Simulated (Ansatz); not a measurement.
A self-consistent single point of VH₂ (I4mm, 3 atoms in the cell) with Ansatz (a program for electronic structure)

Computed with PBEsol, default PAW files made with PBE (plane waves; Ansatz).

Input as run:

Ansatz 0.2 input:
```yaml
crystal:
  lattice:
    - [0.000000, 2.103873, 2.103873]
    - [2.103873, 0.000000, 2.103873]
    - [2.103873, 2.103873, 0.000000]
  atoms:
    - { symbol: V, position_ang: [0.000000, 0.000000, 0.050001] }
    - { symbol: H, position_ang: [3.155810, 3.155810, 3.155810] }
    - { symbol: H, position_ang: [1.051937, 1.051937, 1.051937] }
basis:
  ecutwfc: 420.0
kpoints:
  mp_grid:
    grid: [13, 13, 13]
hamiltonian:
  xc: pbesol
  pseudopotentials:
    kind: paw
scf:
  occupations:
    method: gaussian
    width: 0.1
output:
  forces: true
  eigenvalues: true
  stress: true
```

Output, abridged:

```
WARN ansatz: RAYON_NUM_THREADS=1 ignored (pool sized by the plan → 1); use --threads N
Pseudopotentials: kind: paw
Pseudopotential: V, paw, valence charge 13
Pseudopotential: H, paw, valence charge 1
Crystal: 3 atoms, lattice volume = 18.625 Å³
Basis set: ecut = 420 eV, 339 PW (Γ), exchange–correlation on 40×40×40 points (8 copies of the dense FFT grid, shifted against one another)
Bands: 12, of which v1, the nominal top of the filled ones, is band 8 counted from 1 (7 counted from 0)
Symmetry: 8 space group operations
Space group: I4mm (ITA 107), of the structure as read, at distance tolerance 2.7e-5 Å
k-points: 196 of 2197 (time reversal used)
PAW frozen core: V, regenerated for the run's functional, and the local potential with it
Initial density: superposition of atomic densities (neutral atoms: chi_scale 0, normalization atom), corrected by the library's trained network
Initial wavefunctions: pseudopotential atomic-orbital guess
Eigensolver: davidson
Functional: x = pbesol(κ = 0.804, μ = 0.12345679012345678), c = pbesol(β = 0.046)
SCF iter   1: F=—  HF=-2917.425823 eV  |F-HF|=—  |Δ(HF+E_count)|=         —  Δρ=9.76e-3  dr2=7.49e-3  ethr=1.77e-3  ⟨swp⟩=4.0  Hψ=11266  notcnv=0
all-band conjugate gradients solve this SCF's bands
preconditioner: auto → none
SCF iter   2: F=—  HF=-2917.424471 eV  |F-HF|=—  |Δ(HF+E_count)|=   1.35e-3  Δρ=5.66e-3  dr2=2.96e-3  ethr=4.99e-5  ⟨swp⟩=1.0  Hψ=3920  notcnv=0
SCF iter   3: F=—  HF=-2917.423716 eV  |F-HF|=—  |Δ(HF+E_count)|=   7.54e-4  Δρ=6.70e-4  dr2=4.10e-5  ethr=1.98e-5  ⟨swp⟩=1.8  Hψ=2563  notcnv=0
SCF iter   4: F=—  HF=-2917.423707 eV  |F-HF|=—  |Δ(HF+E_count)|=   9.62e-6  Δρ=9.75e-5  dr2=5.53e-7  ethr=2.73e-7  ⟨swp⟩=2.0  Hψ=3781  notcnv=0
iter 5 did not close the SCF: its close was put off for the readings that it lacked (scf_convergence_deferred on its scf_iter line)
SCF iter   5: F=-2917.423707 eV  HF=-2917.423707 eV  |F-HF|=5.87e-9  |Δ(HF+E_count)|=   6.32e-7  Δρ=1.32e-5  dr2=1.79e-8  ethr=3.69e-9  ⟨swp⟩=2.5  Hψ=3357  notcnv=0
SCF iter   6: F=-2917.423707 eV  HF=-2917.423707 eV  |F-HF|=6.68e-10  |Δ(HF+E_count)|=   1.59e-9  Δρ=2.54e-6  dr2=6.62e-10  ethr=1.19e-10  ⟨swp⟩=2.3  Hψ=7818  notcnv=0
SCF 1 converged in 6 iterations: F = -2917.423707 eV  dr2 = 6.62e-10
SCF converged after 6 iterations
Free energy (F): -2917.423707 eV
Harris-Foulkes:  -2917.423707 eV  (|F-HF|=6.68e-10)
Internal energy: -2917.416034 eV  (E = F + TS)
E sigma→0 (E₀):  -2917.419871 eV
Entropy (-TS):   -0.007674 eV (-2.558 meV/atom)
Fermi energy:    13.628072 eV
--- Per-component energies (eV) ---
  E_band       = -183.736420
  E_kinetic    = 366.325229
  E_local      = -1059.870387  (includes V_loc(G=0)·N_el)
  E_nonlocal   = -41.197075
  E_hartree    = 470.143635
  E_xc         = -148.570215
  E_vxc        = -189.812844  (∫ρ·V_xc dr)
  E_paw        = -1087.904410  (= ΣΔE_a)
  E_vpaw       = -199.466204  (= ΣTr[D̂ρ^β])
  E_aug_tail   = -0.002457  (compensation charges beyond the density's cutoff)
  E_ewald      = -1416.490032
  E_core_change = 0.149679  (= ΣΔE_core)
  E_smearing   = -0.007674  (= −TS)
  E_closure    = 0.000000  (closes the sum)
  Σ components = -2917.423707   (vs F -2917.423707, Δ=0.00e0)
--- Forces (eV/Å), atoms counted from 1 ---
  atom   1  V      0.00000000    -0.00000000    -0.47674934
  atom   2  H     -0.00000000    -0.00000000     0.23837614
  atom   3  H     -0.00000000     0.00000000     0.23837614
  max |Σ_I F_I| component: 2.93e-6 eV/Å
--- Stress (GPa, compression-positive) ---
       -5.244519       0.000000       0.000000
        0.000000      -5.244519       0.000000
        0.000000       0.000000      -5.513460
  P = ⅓ Tr σ = -5.3342 GPa (-53.342 kbar)
  The stress holds the Pulay correction. Without it, at fixed plane waves, as pw.x and ABINIT print it: P = -5.6292 GPa
--- Band table (eV; the first three rows and the last of 196) ---
  k-point 0: bands = ["-50.6318", "-24.4175", "-24.4175", "-24.4172", "2.0661", "12.5517", "12.6400", "12.6400", "14.4267", "14.4284", "15.0557", "29.7332"]
  k-point 1: bands = ["-50.6284", "-24.4404", "-24.4203", "-24.4202", "2.2269", "11.8763", "12.6907", "12.7017", "14.3915", "14.3932", "15.8325", "28.1659"]
  k-point 2: bands = ["-50.6191", "-24.5039", "-24.4283", "-24.4282", "2.6912", "10.7490", "12.8376", "12.8481", "14.3325", "14.3344", "17.1686", "26.1065"]
  k-point 195: bands = ["-50.5540", "-24.7908", "-24.5597", "-24.5465", "7.1373", "7.9891", "10.0238", "15.2068", "15.2922", "15.4631", "20.3434", "20.7404"]
```

The run converged in 6 iterations.

The starting cell comes from a database of computed structures (which also holds hypothetical and non-ambient phases and stackings), without a prior relaxation at this level. Its lattice was rescaled by up to half a per cent. One atom was moved a little off its site on purpose. Spin polarisation is off. With a pressure of about -5 GPa the cell is away from its equilibrium volume at this level. Ansatz's pressure includes its estimate of the finite-basis (Pulay) stress.
